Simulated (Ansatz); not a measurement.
**Pressure series in hypothetical zinc blende TlBr**

The reference is TlBr in the zinc blende structure (space group F-43m, No. 216; a = 7.504 Å; a hypothetical phase, not in the database extracts checked).

Cell and atoms are relaxed at each pressure.

All numbers come from PBE (Ansatz, a first-principles code; PAW; 420 eV plane waves; no SOC), earlier PAW set.

```json
[
 {"change": "base", "band gap": "2.96 eV", "shortest interatomic distance": "3.249 Å", "density": "4.47 g/cm³"},
 {"change": "pressure −1 GPa", "band gap": "3.11 eV", "shortest interatomic distance": "3.383 Å", "density": "3.96 g/cm³"},
 {"change": "pressure 3 GPa", "band gap": "2.54 eV", "shortest interatomic distance": "3.063 Å", "density": "5.33 g/cm³"},
 {"change": "pressure 7 GPa", "band gap": "2.10 eV", "shortest interatomic distance": "2.934 Å", "density": "6.07 g/cm³"},
 {"change": "pressure 15 GPa", "band gap": "1.42 eV", "shortest interatomic distance": "2.787 Å", "density": "7.08 g/cm³"},
 {"change": "pressure 30 GPa", "band gap": "0.53 eV", "shortest interatomic distance": "2.635 Å", "density": "8.38 g/cm³"},
 {"change": "pressure 50 GPa", "band gap": "zero", "shortest interatomic distance": "2.513 Å", "density": "9.67 g/cm³"},
 {"change": "pressure 75 GPa", "band gap": "zero", "shortest interatomic distance": "2.411 Å", "density": "10.94 g/cm³"},
 {"change": "pressure 100 GPa", "band gap": "zero", "shortest interatomic distance": "2.336 Å", "density": "12.02 g/cm³"}
]
```

A case with no gap was solved on a k-mesh chosen for an insulator, which is coarse for it. With Tl present, leaving out spin-orbit coupling can change the band edges. Load acts through the strain it causes; cell and atoms are relaxed under it. No phonon test of stability was made. No other phases were tried under pressure. All final runs are without spin polarisation. A zero or small gap of TlBr under pressure 50 GPa can be the functional's error rather than a property of the material.
